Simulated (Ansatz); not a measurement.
# BeS: response to strain

Take BeS in the zinc blende structure (space group F-43m, No. 216; a = 4.796 Å) as the base. Axes: x, y, z lie along the cube axes.

Strains are applied to the cell and any free atomic positions relax; under biaxial strain the out-of-plane vector relaxes too.

Computed with LDA (Ansatz, a first-principles code), no spin-orbit coupling.

Notes on the quantities. energy relative to the base: free energy F.

| biaxial strain, plane normal [001], relaxed out of plane (%) | energy relative to the base (meV/atom) |
|---|---|
| -3 | 15.0 |
| -2.5 | ? |
| -2 | 6.5 |
| -1.5 | 3.6 |
| -1 | 1.6 |
| -0.5 | 0.4 |
| 0 | 0.0 |

Fit ΔE = Aε² + Bε³ (ε in %) to the rows shown and predict the withheld row.

Least squares on the printed values gives A = 1.54 and B = -0.041 meV/atom (largest residual 0.0 meV/atom); this predicts 10.3 meV/atom, and the run gives 10.3 meV/atom, in agreement.

Whether these cells are dynamically stable was not tested.
